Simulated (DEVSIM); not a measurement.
Device: Si p-i-n diode, at 300 K.

Layer 1 from the left is Si, thickness (μm) 0.570, Na (cm⁻³) 2.3e17, τn (s) 4.9e-7, τp (s) 4.9e-7. Layer 2 from the left is Si, thickness (μm) 9.70, Nd (cm⁻³) 1.7e11, τn (s) 4.9e-7, τp (s) 4.9e-7. Layer 3 from the left is Si, thickness (μm) 0.480, Nd (cm⁻³) 1.3e17, τn (s) 4.9e-7, τp (s) 4.9e-7.

Left contact: ohmic. Right contact: ohmic. Voltage is applied to the left contact. Recombination: SRH at mid-gap, radiative, Auger. Mobility is μmin + (μ − μmin)/(1 + (N/Nref)^α).

Constants are typed, rounded textbook-type inputs, not results; the design itself was drawn at random and stands for no fabricated device. Values at 300 K.

Si: gap (eV) 1.124, affinity (eV) 4.05, permittivity 11.7, Nc (cm⁻³) 2.86e19, Nv (cm⁻³) 3.1e19, μn (cm²/Vs) 1417, μp (cm²/Vs) 470, μn,min 52, μp,min 45, Nref,n 9.7e16, Nref,p 2.2e17, αn 0.68, αp 0.72, B (cm³/s) 4.7e-15, Cn (cm⁶/s) 2.8e-31, Cp (cm⁶/s) 9.9e-32.

Model (solved in DEVSIM): 1D drift-diffusion, Boltzmann statistics, complete ionisation; no tunnelling, impact ionisation, image-force lowering or self-heating.

**Question.** What does the simulation give for the dark forward voltage at 1 A/cm², the dark forward voltage at 100 A/cm²?

**Answer.** dark forward voltage at 1 A/cm² 0.613 V; dark forward voltage at 100 A/cm² 0.760 V.
